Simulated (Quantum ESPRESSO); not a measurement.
Quantum ESPRESSO 7.5, DFT, PBE, plane waves, PseudoDojo 0.5 standard norm-conserving PBE (local tails restored to the Coulomb form): unreconstructed Si(100) slab of 9 layers, 1x1 (Si9), unrelaxed, 9 atoms. Basis and mesh were picked for this test and aren't claimed converged.

```json
{
  "cell": "3.84, 3.84, 24.86 Å; 90, 90, 90°",
  "task": "scf",
  "k mesh": "7×7×1",
  "ecutwfc": "36 Ry",
  "ecutrho": "144 Ry",
  "occupations": "smearing",
  "smearing": "mv",
  "degauss": "0.02 Ry",
  "conv_thr": "9e-09 Ry",
  "tprnfor": "true",
  "tstress": "false",
  "k-point pools (-nk)": "4",
  "diagonalization": "david (default)",
  "mixing_mode": "plain (default)",
  "mixing_beta": "0.7 (default)",
  "mixing_ndim": "8 (default)",
  "k-points computed": "10",
  "bands": "22",
  "electrons": "36",
  "G-vectors of the density": "72115",
  "FFT grid": "30×30×180",
  "symmetry_operations": "8"
}
```

Machine: one whole node, Intel Xeon 6 (Granite Rapids), 96 cores on 1 socket, 2 hardware threads a core, 3 L3 cache groups, 3 NUMA nodes.

Times are wall-clock medians of two to five runs, from launch to exit, with nothing else on the machine. Unless noted, each process is bound to its own block of adjacent cores. The build: conda-forge: Open MPI 5.0, OpenMP, OpenBLAS 0.3.34 (pthreads), FFTW, ScaLAPACK, ELPA; another build can shift the numbers. Scratch files lie in a memory file system. This build's BLAS runs threads of its own beside OpenMP's, on the same cores; «BLAS threads» counts them.

First run (32 ranks):

```
     init_run     :      0.29s CPU      0.30s WALL (       1 calls)
     electrons    :      1.37s CPU      1.55s WALL (       1 calls)
     forces       :      0.03s CPU      0.03s WALL (       1 calls)

     Called by init_run:
     wfcinit      :      0.04s CPU      0.04s WALL (       1 calls)
     potinit      :      0.01s CPU      0.01s WALL (       1 calls)
     hinit0       :      0.20s CPU      0.20s WALL (       1 calls)

     Called by electrons:
     c_bands      :      1.17s CPU      1.30s WALL (      13 calls)
     sum_band     :      0.13s CPU      0.15s WALL (      13 calls)
     v_of_rho     :      0.06s CPU      0.08s WALL (      13 calls)
     mix_rho      :      0.01s CPU      0.01s WALL (      13 calls)

     Called by c_bands:
     init_us_2    :      0.05s CPU      0.05s WALL (      84 calls)
     cegterg      :      0.93s CPU      1.07s WALL (      39 calls)

     Called by *egterg:
     cdiaghg      :      0.08s CPU      0.08s WALL (     241 calls)
     h_psi        :      0.76s CPU      0.89s WALL (     247 calls)
     g_psi        :      0.01s CPU      0.01s WALL (     205 calls)

     Called by h_psi:
     h_psi:calbec :      0.10s CPU      0.12s WALL (     247 calls)
     vloc_psi     :      0.57s CPU      0.68s WALL (     247 calls)
     add_vuspsi   :      0.08s CPU      0.08s WALL (     247 calls)

     General routines
     calbec       :      0.11s CPU      0.13s WALL (     259 calls)
     fft          :      0.25s CPU      0.26s WALL (     141 calls)
     ffts         :      0.00s CPU      0.00s WALL (      13 calls)
     fftw         :      0.61s CPU      0.72s WALL (    6208 calls)

     Parallel routines

     PWSCF        :      1.72s CPU      1.92s WALL
```

Second run:

```
     init_run     :      7.03s CPU      1.42s WALL (       1 calls)
     electrons    :     59.97s CPU      9.99s WALL (       1 calls)
     forces       :      0.55s CPU      0.11s WALL (       1 calls)

     Called by init_run:
     wfcinit      :      5.45s CPU      0.83s WALL (       1 calls)
     potinit      :      0.17s CPU      0.03s WALL (       1 calls)
     hinit0       :      1.40s CPU      0.54s WALL (       1 calls)

     Called by electrons:
     c_bands      :     50.34s CPU      8.62s WALL (      12 calls)
     sum_band     :      7.78s CPU      1.05s WALL (      12 calls)
     v_of_rho     :      1.21s CPU      0.15s WALL (      12 calls)
     mix_rho      :      0.34s CPU      0.09s WALL (      12 calls)

     Called by c_bands:
     init_us_2    :      0.92s CPU      0.31s WALL (      78 calls)
     cegterg      :     48.92s CPU      7.21s WALL (      36 calls)

     Called by *egterg:
     cdiaghg      :      0.23s CPU      0.08s WALL (     238 calls)
     h_psi        :     52.31s CPU      7.11s WALL (     244 calls)
     g_psi        :      0.35s CPU      0.06s WALL (     205 calls)

     Called by h_psi:
     h_psi:calbec :      5.00s CPU      0.72s WALL (     244 calls)
     vloc_psi     :     45.39s CPU      5.80s WALL (     244 calls)
     add_vuspsi   :      1.88s CPU      0.58s WALL (     244 calls)

     General routines
     calbec       :      5.29s CPU      0.78s WALL (     256 calls)
     fft          :      1.56s CPU      0.52s WALL (     131 calls)
     ffts         :      0.03s CPU      0.00s WALL (      12 calls)
     fftw         :     44.11s CPU      5.64s WALL (    5750 calls)

     Parallel routines

     PWSCF        :   1m 7.65s CPU     11.56s WALL
```

**Question.** Which of these changes turns the first timing block into the second?
A) 8 ranks × 4 threads, 4 BLAS threads
B) 4 ranks × 8 threads, 1 BLAS thread
C) 16 ranks × 2 threads, 1 BLAS thread
D) 8 ranks × 4 threads, 1 BLAS thread

**Answer.** B, 4 ranks × 8 threads, 1 BLAS thread. The largest move is in FFTs of H·ψ (vloc_psi): 0.68 s to 5.8 s. The other changes gave 25 s (8 ranks × 4 threads, 4 BLAS threads), 4.8 s (8 ranks × 4 threads, 1 BLAS thread), 3.2 s (16 ranks × 2 threads, 1 BLAS thread), against 12 s here and 2.5 s at first.
